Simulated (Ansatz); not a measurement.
The parent structure is InAs in the zinc blende structure (space group F-43m, No. 216; a = 6.087 Å).

All numbers come from PBEsol (Ansatz, a first-principles code; PAW; 420 eV plane waves; no spin-orbit coupling).

For the base:

```
Quantity   Result
--------  -------
Pressure  0.0 GPa
Band gap     zero
```

Now apply this change: the cell is scaled by 1.0290 in all directions; the atoms relax in the strained cell.

Q: Estimate the effect on the energy relative to the base.

A: The energy grows by 33 meV/atom.

Q: How does this affect the pressure?

A: The pressure goes from zero to -3.9 GPa.

Q: Predict the new band gap.

A: The band gap stays zero.

A case with no gap was solved on a k-mesh chosen for an insulator, which is coarse for it. Stability against distortions was not tested. All final runs are without spin polarisation. The zero or small gap of InAs can change with the level of theory.
